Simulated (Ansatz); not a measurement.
An Ansatz (a first-principles code) run: SrTiO3 with a change (isotropic strain −5.78 %); plane-wave PAW DFT at the r2SCAN level (Ansatz, 500 eV), no spin-orbit coupling, earlier PAW set.

Input:

Ansatz 0.2 input:
```yaml
crystal:
  lattice:
    - [3.6816710531, 0, 0]
    - [0, 3.6816710531, 0]
    - [0, 0, 3.6816710531]
  atoms:
    - { symbol: Sr, position: [0, 0, 0] }
    - { symbol: Ti, position: [0.5, 0.5, 0.5] }
    - { symbol: O, position: [0, 0.5, 0.5] }
    - { symbol: O, position: [0.5, 0.5, 0] }
    - { symbol: O, position: [0.5, 0, 0.5] }
basis: { ecutwfc: 500, ecutrho_ratio: 4, xc_grid: 4, fft_grid_basis: typed }
kpoints: { mp_grid: { grid: [9, 9, 9] } }
hamiltonian:
  xc: r2scan
  dispersion: none
  pseudopotentials: { azcp: { folder: ./paw }, kind: paw }
scf: { occupations: { method: fermi_dirac, width: 0.05 }, convergence: { dr2_threshold: 0.0000000005 } }
relax: { f_tol: 0.005, max_steps: 50 }
output: { forces: true, stress: true }
checkpoint: { write: state.ck, write_every: 1000 }
```

Output (explanatory and most iteration lines left out):

```
Relaxation: its limit of steps is 50 (relax.max_steps)
Pseudopotential: Sr, paw, valence charge 10
Pseudopotential: Ti, paw, valence charge 12
Pseudopotential: O, paw, valence charge 6
Crystal: 5 atoms, lattice volume = 49.904 Å³
Basis set: ecut = 500 eV, 1309 PW (Γ), exchange–correlation on 108×108×108 points (64 copies of the dense FFT grid, shifted against one another)
Bands: 25, of which v1, the nominal top of the filled ones, is band 20 counted from 1 (19 counted from 0)
Symmetry: 48 space group operations
Space group: Pm-3m (ITA 221), of the structure as read, at distance tolerance 3.7e-5 Å
k-points: 35 of 729
Functional: x = r2scan, c = r2scan; τ floored in thin density (d = 2e-4 eV/Å³)
SCF iter   1: F=—  HF=-7772.894488 eV  |F-HF|=—  |Δ(HF+E_count)|=         —  Δρ=6.75e-2  dr2=2.08e0  dr2_τ=5.17e-1  ethr=3.10e-3  ⟨swp⟩=7.5  Hψ=4546  notcnv=0
SCF iter   2: F=—  HF=-7773.345884 eV  |F-HF|=—  |Δ(HF+E_count)|=   4.51e-1  Δρ=3.43e-2  dr2=3.60e-1  dr2_τ=5.31e-2  ethr=3.10e-3  ⟨swp⟩=2.5  Hψ=1806  notcnv=0  defer=35
SCF 1 converged in 10 iterations: F = -7773.444643 eV  dr2 = 8.58e-12
relax step   1: F+E_penalty+E_count = -7773.44464259 eV  Δ(F+E_penalty+E_count) = +0.000e0 eV  max|allowed force component| = 7.300e-29 eV/Å  Δτ_max = 0.0000 Å  (10 SCF iters, accepted)
Crystal: 5 atoms, lattice volume = 49.904 Å³
SCF iter   1: F=—  HF=-7773.444643 eV  |F-HF|=—  |Δ(HF+E_count)|=         —  Δρ=1.55e-7  dr2=8.62e-12  dr2_τ=2.15e-12  ethr=1.00e-12  ⟨swp⟩=2.4  Hψ=4769  notcnv=0  defer=30
SCF iter   2: F=-7773.444643 eV  HF=-7773.444643 eV  |F-HF|=5.46e-12  |Δ(HF+E_count)|=    0.00e0  Δρ=8.34e-8  dr2=2.22e-12  dr2_τ=2.20e-13  ethr=1.00e-12  ⟨swp⟩=3.6  Hψ=2382  notcnv=0
SCF 2 converged in 2 iterations: F = -7773.444643 eV  dr2 = 2.22e-12
SCF converged after 2 iterations
Free energy (F): -7773.444643 eV
Internal energy: -7773.444643 eV  (E = F + TS)
E sigma→0 (E₀):  -7773.444643 eV
Fermi energy:    13.648045 eV
--- Forces (eV/Å), atoms counted from 1 ---
  atom   1  Sr    -0.00000000     0.00000000    -0.00000000
  atom   2  Ti     0.00000000    -0.00000000     0.00000000
  atom   3  O      0.00000000     0.00000000    -0.00000000
  atom   4  O      0.00000000    -0.00000000     0.00000000
  atom   5  O     -0.00000000    -0.00000000    -0.00000000
--- Stress (GPa, compression-positive) ---
       49.759723       0.000000       0.000000
       -0.000000      49.759723       0.000000
        0.000000       0.000000      49.759723
  P = ⅓ Tr σ = 49.7597 GPa (497.597 kbar)
--- Relaxed structure (1 steps of the walk, 1 accepted, 0 SCFs on fresh bases) ---
  atoms:
    - { symbol: Sr, position: [0.0, 0.0, 0.0] }
    - { symbol: Ti, position: [0.49999999999999994, 0.49999999999999994, 0.49999999999999994] }
    - { symbol: O, position: [0.0, 0.49999999999999994, 0.49999999999999994] }
    - { symbol: O, position: [0.49999999999999994, 0.49999999999999994, 0.0] }
    - { symbol: O, position: [0.49999999999999994, 0.0, 0.49999999999999994] }
```

Whether these cells are dynamically stable was not tested. All final runs are without spin polarisation. The cell was made from SrTiO$_{3}$ in the cubic perovskite structure (space group Pm-3m, No. 221) by this change: isotropic strain −5.78 %. Many cubic perovskites are stable only at high temperature; tilts and polar distortions were not tested.
